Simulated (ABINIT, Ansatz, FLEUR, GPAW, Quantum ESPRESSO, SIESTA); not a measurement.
**One structure in several programs: Zr3Sc (P6_3/mmc, 8 atoms in the cell)**

Self-consistent single point.

```xyz
8
Lattice="6.5200 0.0000 0.0000 -3.2600 5.6465 0.0000 0.0000 0.0000 5.1277" Properties=species:S:1:pos:R:3 pbc="T T T"
Zr    -1.6243     4.7021     1.2819
Zr     4.8843     0.9444     3.8458
Zr     1.6357     0.9444     3.8458
Zr     1.6243     4.7021     1.2819
Zr     0.0000     1.8888     1.2819
Zr     3.2600     3.7577     3.8458
Sc     0.0000     3.7643     3.8458
Sc     3.2600     1.8822     1.2819
```

All programs got the same cell, k-point mesh and kind of occupations (in Ansatz's words: kpoints.mp_grid.grid = 3 3 4; scf.occupations.method = fermi_dirac; scf.occupations.width = 0.1 eV); potentials, basis and cutoffs are each program's usual ones.

```json
[
 {"code": "FLEUR", "model": "LDA (Perdew-Zunger), all-electron FLAPW (FLEUR), scalar-relativistic valence", "pressure (GPa)": "–", "largest force (eV/Å)": "0.095", "k-points": "9", "cutoff": "Kmax 3.8 1/bohr"},
 {"code": "Quantum ESPRESSO", "model": "LDA (PW92), PseudoDojo standard norm-conserving (LDA) pseudopotentials", "pressure (GPa)": "-6.80", "largest force (eV/Å)": "0.093", "k-points": "9", "cutoff": "80 Ry"},
 {"code": "Ansatz", "model": "LDA (PW92), PAW files made with PBE", "pressure (GPa)": "-6.83", "largest force (eV/Å)": "0.092", "k-points": "9", "cutoff": "420 eV"},
 {"code": "SIESTA", "model": "LDA PW92, numerical atomic orbitals DZP, PseudoDojo LDA standard norm-conserving potentials (rewritten from UPF to PSML)", "pressure (GPa)": "-8.71", "largest force (eV/Å)": "0.092", "k-points": "20", "cutoff": "grid 300 Ry"},
 {"code": "GPAW", "model": "LDA (Perdew-Wang 92), GPAW PAW datasets LDA (gpaw-data 1.0.1)", "pressure (GPa)": "-6.98", "largest force (eV/Å)": "0.097", "k-points": "9", "cutoff": "800 eV"},
 {"code": "ABINIT", "model": "LDA (PW92), norm-conserving pseudopotentials (PseudoDojo nc-sr-04 LDA standard)", "pressure (GPa)": "-6.80", "largest force (eV/Å)": "0.093", "k-points": "9", "cutoff": "39 Ha"}
]
```

A dash marks a value that a program does not give, or that is left out as unsure.

The spread over the programs that give each value: pressure within 1.91 GPa; largest force within 0.005 eV/Å.

The starting cell comes from a database of computed structures (which also holds hypothetical and non-ambient phases and stackings), without a prior relaxation at this level. On Ansatz's run: In the base run, with a pressure of about -7 GPa the cell is away from its equilibrium volume at this level.

### Question
Why do the programs differ, and what cannot be compared?

### Answer
Differences of this kind can come from the potentials, where these differ, and from what each basis and cutoff leave unconverged. The zero of total energies and Fermi levels follows the potentials and each program's conventions, so they are not compared here. SIESTA uses small atom-centred bases, whose incompleteness enters pressures, forces and empty levels differently from a plane-wave cutoff. FLEUR treats all electrons, but the usual bases taken here (sphere radii, linearisation, local orbitals, empty states) were not tested for convergence, so the values are no reference for the others. Ansatz's pressure is given at a fixed set of plane waves, as the other plane-wave codes print theirs. The programs reduce the same mesh by symmetry to different extents, which changes the work and not the result. In the pressure, SIESTA (by 1.89) lies more than 1 GPa from the median of the plane-wave programs.

Left out of this page: Elk (stopped by limits of time or memory).

Ansatz is a quantum-chemistry and plane-wave program.

Keys are those of Ansatz 0.2.
